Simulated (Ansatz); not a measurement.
Results of PBEsol in Ansatz (PAW) for TaAs (model structure, started from the NbAs type, I4₁md, No. 109, 4 atoms in the cell).

Run with plane-wave cutoff 520 eV, 22×22×22 k mesh, Fermi–Dirac smearing 0.05 eV, scalar-relativistic PAW data made under PBE.

Cell (relaxed at this level):

TaAs is taken in the tetragonal space group I4₁md (No. 109), Pearson symbol tI8. Conventional cell: a = 3.4289 Å, b = 3.4289 Å, c = 11.5826 Å, α = 90.00°, β = 90.00°, γ = 90.00°. Ta on 4a sees 6 As at 2.594–2.604 Å and 4 Ta at 3.365 Å. As on 4a sees 6 Ta at 2.594–2.604 Å (trigonal prismatic). (Neighbours: up to the widest gap in distance over summed covalent radii, below 1.35, at either atom; cation-cation and far metal-metal contacts left out.)
(The calculation used a cell of 4 atoms; values per cell refer to that cell.)

Problem. Predict the bulk modulus B0.

Solution. 
- bulk modulus B0: 189 GPa

The run finds no gap.

Note: the bulk modulus is −V dP/dV from two relaxed cells at ±2 % in volume; the relaxation could raise the start's symmetry but not lower it, so the cell can be a saddle point.

Spin–orbit coupling is not included; it can open a gap where bands touch, and shift volumes and moduli.

A model structure was made by putting elements into a prototype or built by hand; it is no filed structure, need not be a known phase, and can be a saddle point held by its symmetry.

Ansatz is a first-principles code.
